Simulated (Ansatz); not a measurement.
**Os, pressure series**

Take Os in the hcp (Mg type) structure (space group P6_3/mmc, No. 194; a = 2.7294 Å, c = 4.3064 Å) as the base.

Cell and atoms are relaxed at each pressure.

Calculations: Ansatz (a program for electronic structure), PBEsol, PAW, cutoff 420 eV, without spin-orbit coupling.

Notes on the quantities. enthalpy: H = E + PV relative to the base's energy.

```json
[
 {"case": "base", "shortest interatomic distance": "2.668 Å", "enthalpy": "–", "density": "22.74 g/cm³"},
 {"case": "pressure −2 GPa", "shortest interatomic distance": "2.672 Å", "enthalpy": "-0.17 eV/atom", "density": "22.63 g/cm³"},
 {"case": "pressure −1 GPa", "shortest interatomic distance": "2.670 Å", "enthalpy": "-0.09 eV/atom", "density": "22.69 g/cm³"},
 {"case": "pressure 0.9 GPa", "shortest interatomic distance": "2.666 Å", "enthalpy": "+0.08 eV/atom", "density": "22.79 g/cm³"},
 {"case": "pressure 2.1 GPa", "shortest interatomic distance": "…", "enthalpy": "+0.18 eV/atom", "density": "…"},
 {"case": "pressure 4.5 GPa", "shortest interatomic distance": "2.660 Å", "enthalpy": "+0.39 eV/atom", "density": "22.97 g/cm³"},
 {"case": "pressure 9 GPa", "shortest interatomic distance": "2.651 Å", "enthalpy": "+0.77 eV/atom", "density": "23.20 g/cm³"},
 {"case": "pressure 15 GPa", "shortest interatomic distance": "2.641 Å", "enthalpy": "+1.28 eV/atom", "density": "23.48 g/cm³"},
 {"case": "pressure 22.5 GPa", "shortest interatomic distance": "2.629 Å", "enthalpy": "+1.90 eV/atom", "density": "23.82 g/cm³"},
 {"case": "pressure 30 GPa", "shortest interatomic distance": "2.617 Å", "enthalpy": "+2.52 eV/atom", "density": "24.15 g/cm³"}
]
```

### Question
Complete the table.

### Answer

- pressure 2.1 GPa, shortest interatomic distance: 2.664 Å
- pressure 2.1 GPa, density: 22.85 g/cm³

Load acts through the strain it causes; cell and atoms are relaxed under it. Stability against distortions was not tested. Competing high-pressure phases were not computed. All final runs are without spin polarisation.
